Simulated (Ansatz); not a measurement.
Here is the system:

Host crystal: wurtzite GaN, with a band gap (PBE, scalar-relativistic without spin-orbit coupling).

End structure of NH2 on the 1x1 (10-10) surface of wurtzite GaN (cut with top plane Ga + N), one in a 2x1 cell, started at the site 'hollow Ga':

```yaml
crystal:
  lattice:
    - [6.43695, 0.00000, 0.00000]
    - [0.00000, 5.24310, 0.00000]
    - [0.00000, 0.00000, 28.50000]
  atoms:
    - { symbol: Ga, position: [0.25000, 0.02811, 0.34683] }
    - { symbol: Ga, position: [0.75000, 0.02811, 0.34683] }
    - { symbol: N, position: [0.25000, 0.37330, 0.33765] }
    - { symbol: N, position: [0.75000, 0.37330, 0.33765] }
    - { symbol: Ga, position: [0.00000, 0.49269, 0.36591] }
    - { symbol: Ga, position: [0.50000, 0.49269, 0.36591] }
    - { symbol: N, position: [0.00000, 0.86834, 0.36879] }
    - { symbol: N, position: [0.50000, 0.86834, 0.36879] }
    - { symbol: Ga, position: [0.00000, 0.00004, 0.43656] }
    - { symbol: Ga, position: [0.50000, 0.00004, 0.43656] }
    - { symbol: N, position: [0.00000, 0.37432, 0.43473] }
    - { symbol: N, position: [0.50000, 0.37432, 0.43473] }
    - { symbol: Ga, position: [0.25000, 0.49484, 0.46645] }
    - { symbol: Ga, position: [0.75000, 0.49484, 0.46645] }
    - { symbol: N, position: [0.25000, 0.87236, 0.46737] }
    - { symbol: N, position: [0.75000, 0.87236, 0.46737] }
    - { symbol: Ga, position: [0.25009, 0.99613, 0.53321] }
    - { symbol: Ga, position: [0.74998, 0.99722, 0.53324] }
    - { symbol: N, position: [0.25005, 0.37261, 0.53234] }
    - { symbol: N, position: [0.75001, 0.37397, 0.53263] }
    - { symbol: Ga, position: [0.00224, 0.49789, 0.56426] }
    - { symbol: Ga, position: [0.49780, 0.49798, 0.56429] }
    - { symbol: N, position: [0.00058, 0.87372, 0.56497] }
    - { symbol: N, position: [0.49949, 0.87383, 0.56503] }
    - { symbol: Ga, position: [0.99524, 0.99511, 0.63240] }
    - { symbol: Ga, position: [0.50492, 0.99541, 0.63253] }
    - { symbol: N, position: [0.00102, 0.36995, 0.63052] }
    - { symbol: N, position: [0.49899, 0.37017, 0.63056] }
    - { symbol: Ga, position: [0.24976, 0.48957, 0.66485] }
    - { symbol: Ga, position: [0.75008, 0.52623, 0.65185] }
    - { symbol: N, position: [0.25007, 0.85736, 0.65729] }
    - { symbol: N, position: [0.75019, 0.87250, 0.66258] }
    - { symbol: N, position: [0.24778, 0.32120, 0.72363] }
    - { symbol: H, position: [0.37828, 0.23942, 0.73703] }
    - { symbol: H, position: [0.12025, 0.22418, 0.73489] }
```

Model: 35-atom slab, 9.3 Å thick at the start under the adsorbate (thin: gaps and levels are the slab's own), 3x4x1 mesh, Fermi-Dirac 0.01 eV, dipole correction, single point; no symmetry held, on the structure that PBE left; spin-polarised, ending with about 1.0 μB a cell; orders that need a larger cell were not tried, no spin-orbit, no U, no dispersion correction. The program's check for a lower electronic state was not made. At the end it is bonded to Ga. In PBE it is, or lies within 0.03 eV of, the lowest of the starts that converged; the order may differ at this level.

A negative adsorption energy means that the adsorbate is more stable on the surface than in its reference.

Q: Estimate the adsorption energy against NH3(g) − ½ H2(g) at the same level that r2SCAN, at the PBE geometry and the start's symmetry (Ansatz, a program for electronic structure) returns for this input.

A: 0.51 eV

Q: Predict the change of the step from the bottom to the top vacuum level, against the clean slab from r2SCAN, at the PBE geometry and the start's symmetry.

A: -0.21 eV
